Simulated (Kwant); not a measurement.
System: zigzag graphene ribbon with Haldane second-neighbour hopping. 24 zigzag chains, bond 0.142 nm, hopping 2.7 eV, scattering region 12 nm long; sites with one neighbour are removed; energy swept from -1.099 to 1.099 eV from the neutrality point. Staggered potential ±Δ on the two sublattices, Δ = 0.079 eV. Second-neighbour term iλ/(3√3) ν with λ = 0.51 eV, a model term that the material doesn't have.

Constants are typed, rounded textbook-type inputs, not results; the design itself was drawn at random and stands for no fabricated device.

Computed with Kwant: nearest-neighbour tight-binding model of a honeycomb sheet with an imaginary second-neighbour term, one spin, coherent transport at 0 K. Conductance is in e²/h.

Q: Is the sheet in its topological phase, how wide is its bulk gap, and what conductance is due inside it?

A: At the two valleys the masses are λ ± Δ = 0.589 and 0.431 eV; the bulk gap is 2|λ − Δ| = 0.862 eV. λ > Δ, so the phase is topological, with edge channels that give G = 1. Simulated at 0.183 eV: 1.00 e²/h.
